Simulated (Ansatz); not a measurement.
Cubic perovskite CsSrF3, treated with rVV10 (plane waves, PAW; Ansatz, a quantum-chemistry and plane-wave program).

Numerical settings: plane-wave cutoff 520 eV, 8×8×8 k mesh, Fermi–Dirac smearing 0.01 eV, scalar-relativistic PAW data made under PBE.

The direct gap at Γ against volume; x = 100 ln(V/21.714 Å³). One gap is withheld.

| V (Å³/atom) | x | gap (eV) |
|---|---|---|
| 20.411 | -6.19 | ? |
| 20.845 | -4.08 | 6.185 |
| 21.279 | -2.02 | 6.108 |
| 21.714 | 0.00 | 6.030 |
| 22.148 | 1.98 | 5.952 |
| 22.582 | 3.92 | 5.875 |
| 23.016 | 5.82 | 5.799 |

Q: Fit a straight line to the rows shown, give the volume deformation potential and predict the withheld gap.

A: Means of the 6 rows: x̄ = 0.937, ȳ = 5.9915 eV. Σ(x − x̄)(y − ȳ) = -2.6800 and Σ(x − x̄)² = 68.622, so the slope is -0.0391 eV per unit of x, and dE_g/d ln V = -3.9 eV. At x = -6.19: 5.9915 + (-0.0391) × (-6.19 − (0.937)) = 6.270 eV. The run gives 6.264 eV, 0.006 eV below the line.

Spin–orbit coupling is not included.

Note: the relaxation could not lower the start's symmetry, so the cell can be a saddle point above a distorted one.
